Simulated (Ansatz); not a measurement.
Input and output of a self-consistent single point for HgTe (Cm, 4 atoms in the cell) (Ansatz, a first-principles code).

Computed with PBEsol, default PAW files made with PBE (plane waves; Ansatz).

```xyz
4
Lattice="2.9835 -3.4565 0.0000 2.9835 3.4565 0.0000 0.0000 0.0000 5.7808" Properties=species:S:1:pos:R:3 pbc="T T T"
Hg     2.9835     1.0850     4.3856
Hg     2.9835    -1.0850     1.4452
Te     2.9835    -1.9689     4.3356
Te     2.9835     1.9689     1.4452
```

Reference input (self-consistent single point, DFT, PBEsol, plane waves, default PAW files made with PBE): basis.ecutwfc = 420 eV; kpoints.mp_grid.grid = 6 6 5; hamiltonian.xc = pbesol; hamiltonian.pseudopotentials = {kind: paw} (the program's default PAW files); scf.occupations.method = gaussian; scf.occupations.width = 0.1 eV. This run's input differs from it in these lines:

Ansatz 0.2 input:
```diff
@@ -13,3 +13,3 @@
 kpoints:
-  mp_grid: { grid: [6, 6, 5] }
+  mp_grid: { grid: [17, 17, 14] }
 hamiltonian:
@@ -18,3 +18,3 @@
 scf:
-  occupations: { method: gaussian, width: 0.1 eV }
+  occupations: { method: gaussian, width: 0.02 eV }
 output:
```

Output, abridged:

```
SCF iter   1: F=—  HF=-41139.107853 eV  |F-HF|=—  |Δ(HF+E_count)|=         —  Δρ=3.05e-3  dr2=1.47e-2  ethr=1.77e-3  ⟨swp⟩=7.4  Hψ=190573  notcnv=0  defer=80
all-band conjugate gradients solve this SCF's bands
preconditioner: auto → LDOS
SCF iter   2: F=—  HF=-41139.104786 eV  |F-HF|=—  |Δ(HF+E_count)|=   3.07e-3  Δρ=2.15e-3  dr2=4.54e-3  ethr=2.04e-5  ⟨swp⟩=3.0  Hψ=104827  notcnv=0  defer=2973
SCF iter   3: F=—  HF=-41139.102791 eV  |F-HF|=—  |Δ(HF+E_count)|=   2.00e-3  Δρ=4.84e-4  dr2=2.84e-4  ethr=6.31e-6  ⟨swp⟩=2.0  Hψ=86934  notcnv=0  defer=2973
SCF iter   4: F=—  HF=-41139.102709 eV  |F-HF|=—  |Δ(HF+E_count)|=   8.19e-5  Δρ=7.93e-5  dr2=1.01e-5  ethr=3.94e-7  ⟨swp⟩=2.0  Hψ=80652  notcnv=0  defer=2973
SCF iter   5: F=—  HF=-41139.102703 eV  |F-HF|=—  |Δ(HF+E_count)|=   5.65e-6  Δρ=1.70e-5  dr2=1.99e-7  ethr=1.40e-8  ⟨swp⟩=2.0  Hψ=74836  notcnv=0  defer=2973
SCF iter   6: F=-41139.102703 eV  HF=-41139.102703 eV  |F-HF|=4.10e-8  |Δ(HF+E_count)|=   1.11e-7  Δρ=5.93e-6  dr2=6.35e-8  ethr=1.39e-10  ⟨swp⟩=10.6  Hψ=228436  notcnv=0
SCF 1 converged in 6 iterations: F = -41139.102703 eV  dr2 = 6.35e-8
Free energy (F): -41139.102703 eV
Internal energy: -41139.102383 eV  (E = F + TS)
E sigma→0 (E₀):  -41139.102543 eV
Entropy (-TS):   -0.000320 eV (-0.080 meV/atom)
Fermi energy:    10.126832 eV
--- Forces (eV/Å), atoms counted from 1 ---
  atom   1  Hg     0.00000000     0.00111379    -0.09910677
  atom   2  Hg     0.00000000    -0.00875347     0.02022116
  atom   3  Te     0.00000000     0.13022317    -0.01531682
  atom   4  Te     0.00000000    -0.12258400     0.09419535
--- Stress (GPa, compression-positive) ---
       -3.377145       0.000000       0.000000
        0.000000      -2.643341       0.062188
        0.000000       0.062188      -3.073003
  P = ⅓ Tr σ = -3.0312 GPa (-30.312 kbar)
  The stress holds the Pulay correction. Without it, at fixed plane waves, as pw.x and ABINIT print it: P = -3.0625 GPa
```

The run converged in 6 iterations. Against the reference run the free energy stays essentially unchanged (within 1 meV/atom), the pressure moves little (-3.06 to -3.03 GPa) and the largest force goes from 0.202 to 0.155 eV/Å.

The starting cell comes from a database of computed structures (which also holds hypothetical and non-ambient phases and stackings), without a prior relaxation at this level. Its lattice was rescaled by up to half a per cent. One atom was moved a little off its site on purpose. Spin-orbit coupling is off. With a pressure of about -3 GPa the cell is away from its equilibrium volume at this level. Ansatz's pressure includes its estimate of the finite-basis (Pulay) stress. The run gives no clean gap (levels at the Fermi energy touch, overlap or are partly filled at this smearing), which alone does not show that the compound is a metal.

Cost on one core of a shared machine: roughly 8 min.
